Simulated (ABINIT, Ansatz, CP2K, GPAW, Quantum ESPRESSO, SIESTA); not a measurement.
**GaCuSeS (P1, 8 atoms in the cell) computed with different codes at matched settings**

Self-consistent single point, at a second geometry (atoms moved at random). First geometry:

```
GaCuSeS
1.0
   -2.73550     2.73909     5.43389
    2.73550    -2.73909     5.43389
    2.73550     2.73909    -5.43389
Ga Cu Se S
2 2 2 2
Direct
  0.13037   0.88037   0.25000
  0.36963   0.61963   0.75000
  0.63620   0.38620   0.25000
  0.86380   0.11380   0.75000
  0.25000   0.49201   0.24201
  0.75000   0.00799   0.25799
  0.49942   0.25000   0.74942
  0.00058   0.75000   0.75058
```

Second geometry:
```yaml
crystal:
  lattice:
    - [-2.73550, 2.73909, 5.43389]
    - [2.73550, -2.73909, 5.43389]
    - [2.73550, 2.73909, -5.43389]
  atoms:
    - { symbol: Ga, position: [0.13293, 0.87848, 0.24905] }
    - { symbol: Ga, position: [0.36685, 0.61901, 0.74071] }
    - { symbol: Cu, position: [0.64011, 0.37316, 0.24805] }
    - { symbol: Cu, position: [0.86176, 0.12263, 0.75607] }
    - { symbol: Se, position: [0.23639, 0.49116, 0.22633] }
    - { symbol: Se, position: [0.75434, 0.00991, 0.26038] }
    - { symbol: S, position: [0.50795, 0.25222, 0.76604] }
    - { symbol: S, position: [0.99968, 0.75342, 0.75336] }
```

Shared settings, as Ansatz (a quantum-chemistry and plane-wave program) writes them: kpoints.mp_grid.grid = 3 3 3; scf.occupations.method = fermi_dirac; scf.occupations.width = 0.02 eV. Potentials and cutoffs stand in the table.

| code | model | ΔF from the first geometry (meV/atom) | pressure (GPa) | largest force (eV/Å) | gap on the mesh (eV) | cutoff |
|---|---|---|---|---|---|---|
| Ansatz | PBEsol, PAW files made with PBE | 10.5 | -1.85 | 0.752 | 0.305 | 420 eV |
| CP2K | PBEsol, GPW, DZVP-MOLOPT-SR-GTH basis, GTH-PBE potentials (GTH_POTENTIALS) | 12.1 | -0.48 | 0.815 | 0.252 | grid 600 Ry |
| GPAW | PBEsol, GPAW PAW datasets PBEsol (made by gpaw-setup) | 10.3 | -0.93 | 0.805 | 0.332 | 800 eV |
| ABINIT | PBEsol, PAW (JTH v2.0 PBE PAW, files made for PBE) | 10.7 | -1.73 | 0.759 | 0.305 | 60 Ry |
| SIESTA | GGA PBEsol, numerical atomic orbitals DZP, PseudoDojo PBEsol standard norm-conserving potentials (rewritten from UPF to PSML) | 13.2 | -0.41 | 0.923 | 0.501 | grid 300 Ry |
| Quantum ESPRESSO | PBEsol, PseudoDojo standard norm-conserving (PBESOL) pseudopotentials | 10.2 | -1.83 | 0.759 | 0.286 | 95 Ry |

Size of the force on each atom (eV/Å): Sizes of forces hide their directions.

```
code                Ga1    Ga2    Cu3    Cu4    Se5    Se6     S7     S8
----------------  -----  -----  -----  -----  -----  -----  -----  -----
Ansatz            0.460  0.292  0.437  0.354  0.752  0.401  0.691  0.235
CP2K              0.539  0.321  0.532  0.430  0.815  0.453  0.738  0.246
GPAW              0.494  0.300  0.456  0.360  0.805  0.422  0.678  0.315
ABINIT            0.464  0.293  0.455  0.373  0.759  0.414  0.696  0.234
SIESTA            0.852  0.646  0.667  0.580  0.923  0.497  0.639  0.299
Quantum ESPRESSO  0.464  0.295  0.437  0.351  0.759  0.397  0.663  0.251
```

Gaps are read on the mesh.

The spread over the programs that give each value: ΔF from the first geometry within 3.0 meV/atom; pressure within 1.44 GPa; largest force within 0.171 eV/Å; gap on the mesh within 0.249 eV.

CP2K and SIESTA use small atom-centred bases, whose incompleteness enters pressures, forces and empty levels differently from a plane-wave cutoff. Ansatz's pressure is given at a fixed set of plane waves, as the other plane-wave codes print theirs; with its correction for the finite basis it is -1.80 GPa. In the pressure, CP2K (by 1.29) and SIESTA (by 1.36) lie more than 1 GPa from the median of the plane-wave programs. In the gap, SIESTA (by 0.196) lies more than 0.12 eV from the median of the plane-wave programs. In the force vectors, CP2K (by 0.095) and SIESTA (by 0.491) lie more than 0.08 eV/Å from the median of the plane-wave programs.

The starting cell comes from a database of computed structures (which also holds hypothetical and non-ambient phases and stackings), without a prior relaxation at this level. For this run, on top of that: atoms moved at random.

Keys are those of Ansatz 0.2.
